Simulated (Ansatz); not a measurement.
System: L1₂ (Cu3Au-type) Pt₃Ti. Method: LDA (PAW; Ansatz, a first-principles code).

Run with plane-wave cutoff 520 eV, 12×12×12 k mesh, Fermi–Dirac smearing 0.1 eV, perturbation theory, force constants from a 4×4×4 q mesh, no spin polarisation, scalar-relativistic PAW data made under PBE.

Predict the zero-point energy.


- zero-point energy = 0.027 eV/atom

Spin–orbit coupling is not included.

It cost very roughly 4 core-hours of CPU time.
